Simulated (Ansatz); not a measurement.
Base system: Zr in the hcp (Mg type) structure (space group P6_3/mmc, No. 194; relaxed with 0.1 eV smearing).

```xyz
2
Lattice="3.2304 0.0000 0.0000 -1.6152 2.7976 0.0000 0.0000 0.0000 5.1788" Properties=species:S:1:pos:R:3 pbc="T T T"
Zr     1.6152     0.9325     3.8841
Zr     0.0000     1.8651     1.2947
```

Cartesian axes are those of the cell as printed.

All numbers come from PBE (Ansatz, an electronic-structure program, PAW, without spin-orbit coupling).

The change: an isotropic linear strain of +1.50 %, atoms relaxed at fixed cell.

Predict the stress tensor and what it implies for the stiffness.

Stress of the strained cell less that of the base (GPa, compression positive):
```
   -3.8     0.0     0.0
    0.0    -3.8     0.0
    0.0     0.0    -4.0
```

Then B = −ΔP/(ΔV/V₀) with ΔV/V₀ = 0.0457 gives secant stiffness values (nonlinear terms included at this strain): B (at held cell shape, above the free-shape value) ≈ 85 GPa.

As a check, the harmonic strain energy −½ V₀ Δσ:ε is 13 meV/atom; the computed energy rise is 13 meV/atom.

No phonon test of stability was made. The final runs are not spin-polarised.
